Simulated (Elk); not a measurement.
Elk run on YbGe₂Ru₂ (I4/mmm, 5 atoms in the cell): self-consistent single point

Level of theory: LDA (PW92), all-electron FP-LAPW, Elk's shipped species files, default APW+lo basis (Elk).

Input as run:

```
tasks
  0

stype
  0

swidth
  0.00367493

maxscl
  100

scale
  10.97996554

avec
   -0.3680476917    0.3680476917    0.8538628656
    0.3680476917   -0.3680476917    0.8538628656
    0.3680476917    0.3680476917   -0.8538628656

atoms
  3
  'Yb.in'
  1
  0.0000000000  0.0000000000  0.0000000000    0.0 0.0 0.0
  'Ge.in'
  2
  0.6311300000  0.6311300000  0.0000000000    0.0 0.0 0.0
  0.3688700000  0.3688700000  0.0000000000    0.0 0.0 0.0
  'Ru.in'
  2
  0.2500000000  0.7500000000  0.5000000000    0.0 0.0 0.0
  0.7500000000  0.2500000000  0.5000000000    0.0 0.0 0.0

ngridk
  6 6 6
```

Output (repeated stretches shortened):

```
│ Elk code version 10.2.4 │

All units are atomic (Hartree, Bohr, etc.)

│ Ground-state run starting from atomic densities │

Lattice vectors :
  -4.041150972       4.041150972       9.375384840
   4.041150972      -4.041150972       9.375384840
   4.041150972       4.041150972      -9.375384840

Unit cell volume      :    612.4339333
Brillouin zone volume :   0.4050236278

Muffin-tin inner radius fraction :   0.1000000000E-01

Nuclei treated as point charges

Species :    1 (Yb)
 parameters loaded from : Yb.in
 name : ytterbium
 nuclear charge    :   -70.00000000
 electronic charge :    70.00000000
 atomic mass :    315432.6234
 muffin-tin radius :    2.800000000
 number of radial points in muffin-tin :    697
 atomic positions (lattice), magnetic fields (Cartesian) :
   1 :   0.00000000  0.00000000  0.00000000    0.00000000  0.00000000  0.00000000

Species :    2 (Ge)
 parameters loaded from : Ge.in
 name : germanium
 nuclear charge    :   -32.00000000
 electronic charge :    32.00000000
 atomic mass :    132414.6195
 muffin-tin radius :    2.191235840
 number of radial points in muffin-tin :    497
 atomic positions (lattice), magnetic fields (Cartesian) :
   1 :  -0.36887000 -0.36887000  0.00000000    0.00000000  0.00000000  0.00000000
   2 :   0.36887000  0.36887000  0.00000000    0.00000000  0.00000000  0.00000000

Species :    3 (Ru)
 parameters loaded from : Ru.in
 name : ruthenium
 nuclear charge    :   -44.00000000
 electronic charge :    44.00000000
 atomic mass :    184239.3392
 muffin-tin radius :    2.373838827
 number of radial points in muffin-tin :    597
 atomic positions (lattice), magnetic fields (Cartesian) :
   1 :   0.25000000 -0.25000000  0.50000000    0.00000000  0.00000000  0.00000000
   2 :  -0.25000000  0.25000000  0.50000000    0.00000000  0.00000000  0.00000000

Total number of atoms per unit cell :    5

Spin treatment :
 spin-unpolarised

   [... lines left out ...]
Maximum |G| for potential and density :    12.00000000
 potential will be trimmed for |G| > 2 gkmax
Constant for pseudocharge density :    8
Radial integration step length :    4

G-vector grid sizes :     42    42    42
Number of G-vectors :    17871

Maximum angular momentum used for
 APW functions                      :    8
 outer part of muffin-tin           :    6
 inner part of muffin-tin           :    1

Total nuclear charge    :   -222.0000000
Total core charge       :    138.0000000
Total valence charge    :    84.00000000
Total excess charge     :    0.000000000
Total electronic charge :    222.0000000

Effective Wigner radius, rₛ :   0.8700400019

Number of empty states         :   20
Total number of valence states :   62
Total number of core states    :  138

Total number of local-orbitals :   93

Exchange-correlation functional :      3     0     0
 Perdew-Wang/Ceperley-Alder, Phys. Rev. B 45, 13244 (1992)
 gradient requirement :    0
 local density approximation (LDA)

Smearing type :    0
 Gaussian
Smearing width :   0.3674930000E-02
Effective electronic temperature (K) :    1160.451112

Mixing type :    3
 Broyden mixing, J. Phys. A: Math. Gen. 17, L317 (1984)

Kohn-Sham potential initialised from atomic data
│ Self-consistent loop started │
│ Loop number : 1 │
 total energy                :     -26893.6333362
│ Loop number : 2 │
 total energy                :     -27127.4049616
RMS change in Kohn-Sham potential (target) :    1.592085860     (  0.1000000000E-05)
Absolute change in total energy (target)   :    233.7716254     (  0.1000000000E-03)
│ Loop number : 3 │
 total energy                :     -27318.4872425
RMS change in Kohn-Sham potential (target) :   0.3233597251     (  0.1000000000E-05)
Absolute change in total energy (target)   :    249.5251873     (  0.1000000000E-03)
│ Loop number : 4 │
 total energy                :     -27341.2620830
RMS change in Kohn-Sham potential (target) :   0.2594935174     (  0.1000000000E-05)
Absolute change in total energy (target)   :    85.15613734     (  0.1000000000E-03)
│ Loop number : 5 │
 total energy                :     -27353.7676676
RMS change in Kohn-Sham potential (target) :   0.2389582898     (  0.1000000000E-05)
Absolute change in total energy (target)   :    33.79461891     (  0.1000000000E-03)
   [... lines left out ...]
Absolute change in total energy (target)   :   0.5238073805E-02 (  0.1000000000E-03)
│ Loop number : 27 │
 total energy                :     -27314.6002673
RMS change in Kohn-Sham potential (target) :   0.1795556447E-06 (  0.1000000000E-05)
Absolute change in total energy (target)   :   0.1609954037E-02 (  0.1000000000E-03)
│ Loop number : 28 │
 total energy                :     -27314.6002956
RMS change in Kohn-Sham potential (target) :   0.5279400125E-06 (  0.1000000000E-05)
Absolute change in total energy (target)   :   0.3741971123E-03 (  0.1000000000E-03)
│ Loop number : 29 │
 total energy                :     -27314.6002512
RMS change in Kohn-Sham potential (target) :   0.1908289801E-07 (  0.1000000000E-05)
Absolute change in total energy (target)   :   0.1379787209E-03 (  0.1000000000E-03)
│ Loop number : 30 │
 total energy                :     -27314.6002576
RMS change in Kohn-Sham potential (target) :   0.5217433670E-07 (  0.1000000000E-05)
Absolute change in total energy (target)   :   0.2811812010E-04 (  0.1000000000E-03)
Convergence targets achieved

│ Loop number : 31 │

Energies :
 Fermi                       :     0.299549901570
 sum of eigenvalues          :     -16403.7132730
 electron kinetic            :      29321.9213899
 core electron kinetic       :      28296.8955636
 Coulomb                     :     -55938.1104534
 Coulomb potential           :     -44799.5087283
 nuclear-nuclear             :     -2418.55818572
 electron-nuclear            :     -62239.5958071
 Hartree                     :      8720.04353938
 Madelung                    :     -33538.3560892
 xc potential                :     -926.125934650
 exchange                    :     -677.212358552
 correlation                 :     -21.1988308586
 total energy                :     -27314.6002529

Density of states at Fermi energy :    141.0632168
 (states/Hartree/unit cell)

Estimated indirect band gap :   0.9886436792E-03
 from k-point      1 to k-point     14
Estimated direct band gap   :   0.1271431432E-02
 at k-point      1

Charges :
 core                        :    138.0000000
 valence                     :    84.00000000
 interstitial                :    8.687047760
 muffin-tins (core leakage)
  species :    1 (Yb)
   atom    1                 :    68.27738011     (  0.1112485108E-05)
  species :    2 (Ge)
   atom    1                 :    30.18804321     (  0.1140158578E-02)
   atom    2                 :    30.18804321     (  0.1140158578E-02)
  species :    3 (Ru)
   atom    1                 :    42.32974285     (  0.2554404830E-06)
   atom    2                 :    42.32974285     (  0.2554404830E-06)
 total in muffin-tins        :    213.3129522
 total calculated charge     :    221.9899637
 total charge                :    222.0000000
 error                       :   0.1003626201E-01

│ Self-consistent loop stopped │
```

The run converged in 31 iterations. The count includes the last loop, which Elk runs after its targets are met.

The starting cell comes from a database of computed structures (which also holds hypothetical and non-ambient phases and stackings), without a prior relaxation at this level. Spin-orbit coupling is off. Spin polarisation is off. Values depend on the basis (sphere radii, cutoffs, local orbitals), which need not be converged. The log's line on a gap gives a spacing of levels on this mesh, which the program prints for metals too.

Cost on one core of a shared machine: roughly 2 min.
